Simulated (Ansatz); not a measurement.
**WSe2, response to strain**

Base system: WSe2 in the 2H-MoS2 type structure (space group P6_3/mmc, No. 194; a = 3.279 Å, c = 12.786 Å; layered, stacked along the Cartesian z axis). Axes: x lies along a and z along c of the hexagonal cell.

Strains are applied to the cell and any free atomic positions relax; under biaxial strain the out-of-plane vector relaxes too.

Calculations: PBE-D3(BJ) (Ansatz, a first-principles code, PAW, without spin-orbit coupling), earlier PAW set.

Candidates:
(a) biaxial strain +0.92 %, plane normal [001], relaxed out of plane
(b) isotropic strain −0.70 %
(c) isotropic strain +2.61 %
(d) isotropic strain +5.52 %

Before the change:

- Smallest direct gap: 1.57 eV

### Question
Order them by smallest direct gap, lowest first.

### Answer
(d) isotropic strain +5.52 % (1.07 eV), (c) isotropic strain +2.61 % (1.30 eV), (a) biaxial strain +0.92 %, plane normal [001], relaxed out of plane (1.45 eV), (b) isotropic strain −0.70 % (1.64 eV)

Spin-orbit coupling, missing from the scalar runs, can matter with W. Stability against distortions was not tested.
